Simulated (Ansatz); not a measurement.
Start from GaN in the zinc blende structure (space group F-43m, No. 216; a = 4.455 Å). Axes: x, y, z lie along the cube axes.

The values are results of Kohn–Sham DFT with the LDA functional, run in Ansatz (a program for electronic structure) with PAW and 420 eV plane waves, no SOC, not measurements.

Before the change:

| Item | Result |
|---|---|
| Valley order | Γ 1.96 eV; X along ⟨100⟩ 3.27 eV |
| Shortest interatomic distance | 1.929 Å |
| Valence-band top at Γ | 0.00, 0.00, 0.00 eV |

Now apply this change: the cell is stretched by 1.50 % along z with no lateral relaxation; the atoms relax in the strained cell.

Estimate the effect on the valley order.

The valley order (the lowest conduction-band minima on the path, energy above the VBM, named in the base's zone) changes from Γ 1.96 eV; X along ⟨100⟩ 3.27 eV to Γ 1.83 eV; X along [010] 3.21 eV; X along [001] 3.31 eV.

What does the calculation give for the shortest interatomic distance after the change?

The shortest interatomic distance rises by 0.010 Å to 1.939 Å.

Predict the new stress.

The stress (xx, yy, zz, yz, xz, xy; compression positive) comes out as (-2.25, -2.25, -4.28, 0.00, 0.00, 0.00) GPa.

Predict the new valence-band top at Γ.

The valence-band top at Γ (three highest levels, from the VBM) goes from 0.00, 0.00, 0.00 eV to 0.00, 0.00, -0.07 eV.

The levels and masses belong to the bands next to the band gap. No phonon test of stability was made. This is not the structure that GaN has at room temperature and ambient pressure.
